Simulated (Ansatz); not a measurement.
**Several settings converged on the (001) slab of Lu2SeO2 (cut from a parent of space group no. 164; 5 atoms in the cell)**

```xyz
5
Lattice="3.7272 0.0000 0.0000 -1.8636 3.2279 0.0000 0.0000 0.0000 18.9987" Properties=species:S:1:pos:R:3 pbc="T T T"
Lu     0.0000     2.1519    11.4541
Lu     1.8636     1.0760     7.5447
Se     0.0000     0.0000     9.4994
O      0.0000     2.1519     7.0000
O      1.8636     1.0760    11.9987
```

Base method: PBEsol, default PAW files made with PBE (plane waves; Ansatz, a program for electronic structure).

Base settings: basis.ecutwfc = 420 eV; kpoints.mp_grid.grid = 7 7 1; hamiltonian.xc = pbesol; hamiltonian.pseudopotentials = {kind: paw} (the program's default PAW files); scf.occupations.method = fermi_dirac; scf.occupations.width = 0.02 eV.

The count of work is k-points × plane waves × bands × iterations; it is no time. Core times come from one kind of shared machine, to one figure; runs under 30 s give none.

**The vacuum**

The mesh stays at the base's, so the ladder's end is converged at best in this setting alone.

Only quantities that move along the ladder and can be compared are tabulated.

```tsv
vacuum between outermost atoms (Å)	free energy less the last step's (meV/atom)	largest difference of a force vector from the last step's (eV/Å)	gap on the mesh (eV)	count of work / last
3.0	-69.99	0.453	1.918	0.26
4.0	-12.40	0.098	1.802	0.29
5.0	-2.17	0.018	1.897	0.36
6.0	-0.41	0.003	1.993	0.36
7.0	-0.02	0.000	2.071	0.38
8.0	-0.03	0.000	2.129	0.42
10.0	-0.01	0.000	2.186	0.48
12.0	-0.04	0.000	2.202	0.54
14.0	-0.03	0.000	2.206	0.61
17.0	-0.01	0.000	2.207	0.71
20.0	-0.05	0.000	2.207	0.81
25.0	-0.02	0.000	2.207	0.86
30.0	0.00	0.000	2.207	1.0
```

Smallest vacuum between outermost atoms (Å) that holds the gap on the mesh within 0.05 eV of the last step, with all finer ones: 10.0; the step before is off by 0.078 eV.

Smallest vacuum between outermost atoms (Å) that holds the forces within 0.02 eV/Å of the last step, with all finer ones: 5.0, at 0.36 of the last step's count of work; the step before is off by 0.098 eV/Å.

Smallest vacuum between outermost atoms (Å) that holds the free energy within 0.5 meV/atom of the last step, with all finer ones: 6.0, at 0.36 of the last step's count of work; the step before is off by 2.2 meV/atom.

**The plane-wave cutoff**

The mesh stays at the base's, so the ladder's end is converged at best in this setting alone.

Only quantities that move along the ladder and can be compared are tabulated.

```tsv
basis.ecutwfc	free energy less the last step's (meV/atom)	largest difference of a force vector from the last step's (eV/Å)	gap on the mesh (eV)	count of work / last
210 eV	4566.78	0.281	2.132	0.13
250 eV	1135.19	0.165	2.192	0.18
295 eV	243.39	0.030	2.193	0.21
355 eV	38.19	0.008	2.203	0.27
420 eV	3.75	0.002	2.206	0.40
505 eV	0.55	0.001	2.206	0.47
630 eV	0.22	0.000	2.206	0.74
840 eV	0.00	0.000	2.206	1.0
```

Coarsest basis.ecutwfc that holds the gap on the mesh within 0.01 eV of the last step, with all finer ones: 355 eV, at 0.27 of the last step's count of work; the step before is off by 0.014 eV.

Coarsest basis.ecutwfc that holds the forces within 0.02 eV/Å of the last step, with all finer ones: 355 eV, at 0.27 of the last step's count of work; the step before is off by 0.030 eV/Å.

Coarsest basis.ecutwfc that holds the free energy within 5 meV/atom of the last step, with all finer ones: 420 eV, at 0.40 of the last step's count of work; the step before is off by 38 meV/atom.

**The depth of the relaxed slab**

On a (001) slab of Lu2SeO2 (cut from a parent of space group no. 164; 10 atoms in the cell), and deeper slabs.

In this ladder: relax = atoms; relax.f_tol = 0.02 eV/Å.

The mesh stays at the base's, so the ladder's end is converged at best in this setting alone.

Only quantities that move along the ladder and can be compared are tabulated.

| atoms | gap on the mesh (eV) | relaxation steps | core time / last (rough) |
|---|---|---|---|
| 10 | 2.207 | 4 | 0.2 |
| 15 | 2.097 | 4 | 0.3 |
| 20 | 2.042 | 3 | 0.5 |
| 25 | 2.020 | 4 | 1 |

Smallest size that holds the gap on the mesh within 0.05 eV of the last step, with all finer ones: 20; the step before is off by 0.077 eV.

On the base run: the starting cell comes from a database of computed structures (which also holds hypothetical and non-ambient phases and stackings), without a prior relaxation at this level. The slab is cut from that crystal, and its faces are unrelaxed. Its lattice was rescaled by up to half a per cent. Spin-orbit coupling is off. Spin polarisation is off, though cut faces can carry moments; a gap of a slab can lie between surface states.

Keys are those of Ansatz 0.2.
